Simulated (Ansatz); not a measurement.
Functionals compared on H2O on the (0001) surface of wurtzite GaN (2x2 with 3 H on 4 top atoms; a constructed slab, bottom: 3 H on 4 bottom sites), one in a cell of 36 Å², started at the site 'top H #2', in Ansatz (plane waves, PAW). The structure was relaxed with PBE; the other rows are single points on it, each with its references at the same level. Cutoff 420 eV (500 eV for r2SCAN).

Host crystal: wurtzite GaN, with a band gap (PBE, scalar-relativistic without spin-orbit coupling).

Slab: 49 atoms, 13.8 Å thick at the start with caps and adatoms under the adsorbate (thin: gaps and levels are the slab's own); k 4x4x1, smearing 0.01 eV, dipole-corrected; 23 atoms held, the rest relaxed; no symmetry held; no spin, no spin-orbit, no U, no dispersion correction. At the end it is bonded to Ga. In PBE it is, or lies within 0.03 eV of, the lowest of the starts that converged. These notes are the PBE run's. Adsorption energies are against H2O(g). A negative adsorption energy means that the adsorbate is more stable on the surface than in its reference.

```json
[
 {"functional": "PBE", "adsorption energy (eV)": "-0.97", "gap of the slab on its k-mesh (eV)": "1.98", "highest filled level below the top vacuum level (eV)": "5.68"},
 {"functional": "RPBE", "adsorption energy (eV)": "-0.69", "gap of the slab on its k-mesh (eV)": "2.00", "highest filled level below the top vacuum level (eV)": "5.62"},
 {"functional": "r2SCAN", "adsorption energy (eV)": "-1.21", "gap of the slab on its k-mesh (eV)": "2.41", "highest filled level below the top vacuum level (eV)": "5.91"}
]
```

Ansatz is an electronic-structure program.
